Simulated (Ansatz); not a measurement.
The parent structure is BaTiO3 (space group P4mm, No. 99; a = 3.985 Å, c = 4.201 Å).

(Cell as relaxed with PBE.)

Levels (all Ansatz, an electronic-structure program, PAW): PBE (420 eV, scalar-relativistic without spin-orbit coupling); r2SCAN (500 eV, no SOC).

Each level relaxes its own structure.

| base | PBE | r2SCAN |
|---|---|---|
| volume per atom | 13.35 Å³ | 12.98 Å³ |
| lattice parameter a | 3.985 Å | 3.972 Å |
| band gap | 1.84 eV | 2.23 eV |

Modification: cell and atoms relaxed at a pressure of 45 GPa.

| quantity | PBE | r2SCAN |
|---|---|---|
| band gap | 2.02 eV | ? |
| volume per atom | 10.81 Å³ | ? |
| gap character | direct at Γ | ? |
| shift of the gap caused by the change | +0.18 eV | ? |

Given the PBE results, estimate those of r2SCAN.


- band gap, r2SCAN: 2.43 eV
- volume per atom, r2SCAN: 10.74 Å³
- gap character, r2SCAN: direct at Γ
- shift of the gap caused by the change, r2SCAN: +0.21 eV

PBE's band gap lies 0.41 eV below r2SCAN's; PBE's volume per atom lies 0.07 Å³ above r2SCAN's (0.6 %); PBE's shift of the gap caused by the change lies 0.03 eV below r2SCAN's; the two agree on the gap character. Neither level is exact; r2SCAN is the comparison here, not a measurement.

Load acts through the strain it causes; cell and atoms are relaxed under it. Stability against distortions was not tested. No other phases were tried under pressure. The final runs are not spin-polarised. Along this pressure series the structure jumps between pressure 9 GPa and pressure 18 GPa; cells beyond that are another form of it. k-point labels follow each cell's own Brillouin zone.
